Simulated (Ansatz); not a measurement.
# How the bulk modulus of Zr₂C (model structure, started from the Ca2N type, R-3m, No. 166, 3 atoms in the cell) moves with the method

No measured value is used here.

| level (code) | value (GPa) | cell (Å³/atom) |
|---|---|---|
| LDA (Ansatz) | 132 | 16.42 |
| PBE (Ansatz) | 118 | 17.29 |
| PBEsol (Ansatz) | 126 | 16.78 |
| r²SCAN (Ansatz) | 121 | 17.34 |

LDA, PBE, PBEsol, r²SCAN: the bulk modulus is −V dP/dV from two relaxed cells at ±2 % in volume. Each level is taken at its own relaxed cell. Cutoffs differ between the levels. Ansatz's density-functional and Hartree–Fock values are scalar-relativistic unless marked +SOC, with PAW data made under PBE.

A model structure was made by putting elements into a prototype or built by hand; it is no filed structure, need not be a known phase, and can be a saddle point held by its symmetry.

Ansatz is a program for electronic structure.
